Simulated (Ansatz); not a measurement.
## Effect of biaxial strain −4.53 %, plane normal [001], relaxed out of plane on MgS

Start from MgS in the rock salt structure (space group Fm-3m, No. 225; a = 5.2031 Å). Axes: x, y, z lie along the cube axes.

Perturbation: biaxial strain −4.53 %, plane normal [001], relaxed out of plane (Cartesian); in-plane vectors clamped, the third vector and the atoms free.

Computed with r2SCAN (Ansatz, an electronic-structure program; PAW; 500 eV plane waves; no spin-orbit coupling). Settings: 11×11×11 k-points, 0.05 eV Fermi–Dirac smearing.

Space group: I4/mmm (No. 139) (base Fm-3m (No. 225))
Shortest interatomic distance: 2.484 Å (base 2.602 Å)
Energy relative to the base (free energy F): +46 meV/atom
Pressure (mean of the normal stresses, compression positive): 69.0 kbar (base 0.0 kbar)
Band gap: 3.33 eV (base 3.46 eV)
Gap character: indirect, Γ → X
Smallest direct gap: 5.01 eV (base 4.64 eV)
Electron mass: 0.50 mₑ along k, 0.32 mₑ across (at X) (base 0.53 mₑ along k, 0.31 mₑ across (at X))
Hole mass: 0.25 mₑ out of plane, 0.99 mₑ in plane (at Γ)
Valence-band top at Γ (three highest levels, from the VBM): 0.00, -0.26, -0.26 eV (base 0.00, 0.00, 0.00 eV)
Valley order (the lowest conduction-band minima on the path, energy above the VBM, named in the base's zone): X along [100] 3.33 eV; X along [001] 3.82 eV (base X along ⟨100⟩ 3.46 eV; Γ 4.64 eV)
Out-of-plane strain: +2.88 %
Ratio −ε⊥/ε∥: 0.64
Mean in-plane stress (compression positive): +10.3 GPa

Cost of the whole job for the changed cell (relaxation, final SCF and bands): very roughly 50 core-seconds.

Effective masses come from finite differences of ±0.01 Å⁻¹. Along k means along the line from Γ to the band edge. Whether these cells are dynamically stable was not tested. Labels are those of the standard path for the cell's own space group.
